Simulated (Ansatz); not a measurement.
We consider LiF (model structure, started from the NiAs type, P6₃/mmc, No. 194, 4 atoms in the cell), described by PBEsol (PAW; Ansatz, a quantum-chemistry and plane-wave program).

Numerical settings: plane-wave cutoff 520 eV, 18×18×8 k mesh (along the axes of the cell as run), Fermi–Dirac smearing 0.01 eV, scalar-relativistic PAW data made under PBE.

Cell (relaxed with PBEsol):

LiF has the hexagonal space group P6₃/mmc (No. 194), the NiAs type structure, Pearson symbol hP4. Lattice parameters: a = 2.7865 Å, b = 2.7865 Å, c = 4.8101 Å, α = 90.00°, β = 90.00°, γ = 120.00°. Li on 2a is coordinated by 6 F at 2.009 Å (octahedral). F on 2c sees 6 Li at 2.009 Å (trigonal prismatic). (Neighbours: up to the widest gap in distance over summed covalent radii, below 1.35, at either atom; cation-cation and far metal-metal contacts left out.)

Task: Give the computed band gap.

Result: 
band gap: 8.91 eV (direct)

Note: the relaxation could raise the start's symmetry but not lower it, so the cell can be a saddle point.

A model structure was made by putting elements into a prototype or built by hand; it is no filed structure, need not be a known phase, and can be a saddle point held by its symmetry.
